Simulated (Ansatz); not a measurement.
Take Cu3N (space group Pm-3m, No. 221; a = 3.827 Å) as the base. Axes: x, y, z lie along the cube axes.

All numbers come from DFT with PBE, PAW potentials and a 420 eV plane-wave cutoff in Ansatz (an electronic-structure program), scalar-relativistic without spin-orbit coupling.

One thing is altered: tensor shear ε_xy = +2.00 % (engineering shear γ = 0.0400), atoms relaxed at fixed cell.

**Question.** Predict the stress tensor and what it implies for the stiffness.

**Answer.** Stress of the strained cell less that of the base (GPa, compression positive):
```
   0.07   -0.77    0.00
  -0.77    0.07    0.00
   0.00    0.00   -0.03
```

Then −Δσ/γ with γ = 2ε = 0.0400 gives secant stiffness values (nonlinear terms included at this strain): C66 ≈ 19 GPa.

Whether these cells are dynamically stable was not tested. The final runs are not spin-polarised.
